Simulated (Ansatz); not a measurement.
SrAl2 (Fd-3m), PBEsol, DFPT electron-phonon coupling, linearised Boltzmann equation in Ansatz (a first-principles code): phonon-limited resistivity 18.0 μΩ·cm at 300 K, 24.8 μΩ·cm at 400 K, current-weighted mean free path 7.7 nm, Drude plasma energy 5.17 eV.

Question: What Drude relaxation time do resistivity and plasma energy imply?

Answer: ω_p = 7.85e15 s⁻¹, so τ = 1/(ε₀ ω_p² ρ) = 10.2 fs, a damping ħ/τ of 64.7 meV.

Question: What temperature coefficient of resistance follows, and how does it compare with 1/T?

Answer: (ρ₄₀₀ − ρ₃₀₀)/(100 K × ρ₃₀₀) = 3.78×10⁻³ K⁻¹, against 1/T = 3.33×10⁻³ K⁻¹ for a resistivity proportional to T. It lies higher because phonons are still being populated at 300 K; impurities would add a constant and lower it.

Question: What is the classical skin depth at 10 GHz (nonmagnetic, μ₀ = 1.257×10⁻⁶ H/m)?

Answer: δ = √(ρ/(π f μ₀)) = 2140 nm.

A metal at this level (no band gap). Only scattering by harmonic phonons is included (no impurities, grain boundaries, electron-electron scattering or thermal expansion). Spin-orbit coupling is left out. Halving the electron mesh (20x20x20) moves the resistivity by up to 1 % at 300 K, the mean free path by up to 1 %. Smearing 0.20 eV; phonons on a 3x3x3 q mesh, which this run doesn't test.

Computed structure with no diffraction record at hand here (it may be known, metastable or hypothetical): SrAl2 (Fd-3m).
